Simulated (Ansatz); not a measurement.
Take Ti in the hcp (Mg type) structure (space group P6_3/mmc, No. 194; a = 2.9364 Å, c = 4.6402 Å; relaxed with 0.1 eV smearing) as the base. Axes: x lies along a and z along c of the hexagonal cell.

The values are results of r2SCAN (Ansatz, an electronic-structure program; PAW; 500 eV plane waves; no spin-orbit coupling), not measurements.

Now apply this change: the cell is stretched by 1.00 % along z with no lateral relaxation; the atoms relax in the strained cell.

**Question.** Predict the new energy relative to the base.

**Answer.** The energy goes up by 1.0 meV/atom.

**Question.** What happens to the stress?

**Answer.** The stress (xx, yy, zz, yz, xz, xy; compression positive) is (-0.7, -0.7, -1.9, 0.0, 0.0, 0.0) GPa.

Whether these cells are dynamically stable was not tested. All final runs are without spin polarisation.
